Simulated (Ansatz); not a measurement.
**How far PBE and PBEsol part for MgO, holes 5.0×10^21 cm⁻³**

Consider MgO in the rock salt structure (space group Fm-3m, No. 225; a = 4.2539 Å).

(Cell as relaxed with PBE.)

Levels (all Ansatz, a quantum-chemistry and plane-wave program, PAW): PBE (420 eV, no SOC); PBEsol (420 eV, spin-orbit coupling left out).

Each level relaxes its own structure.

| base | PBE | PBEsol |
|---|---|---|
| volume per atom | 9.62 Å³ | 9.35 Å³ |
| lattice parameter a | 4.254 Å | 4.214 Å |
| band gap | 4.46 eV | 4.62 eV |

Perturbation: holes 5.0×10^21 cm⁻³, on a uniform background at fixed cell.

| quantity | PBE | PBEsol |
|---|---|---|
| Fermi level relative to the doped band's edge (positive inside the band; to 0.05 eV) | +0.20 eV | ___ |
| gap between the host's bands | 4.64 eV | ___ |
| shift of the gap caused by the change | +0.18 eV | ___ |
| gap character | direct at Γ | ___ |

Problem. Given the PBE results, estimate those of PBEsol.

Solution. 
- Fermi level relative to the doped band's edge (positive inside the band; to 0.05 eV), PBEsol: +0.20 eV
- gap between the host's bands, PBEsol: 4.79 eV
- shift of the gap caused by the change, PBEsol: +0.17 eV
- gap character, PBEsol: direct at Γ

PBE's gap between the host's bands lies 0.15 eV below PBEsol's; the two agree on the Fermi level from band edge and gap character. Neither level is exact; PBEsol is the comparison here, not a measurement.

Charged cell with a jellium background: band edges are those of the host's band count, energies are not comparable with the neutral cell, and many-body gap narrowing is missing. Whether these cells are dynamically stable was not tested. The base started in Pnma and relaxed to Fm-3m at this level.
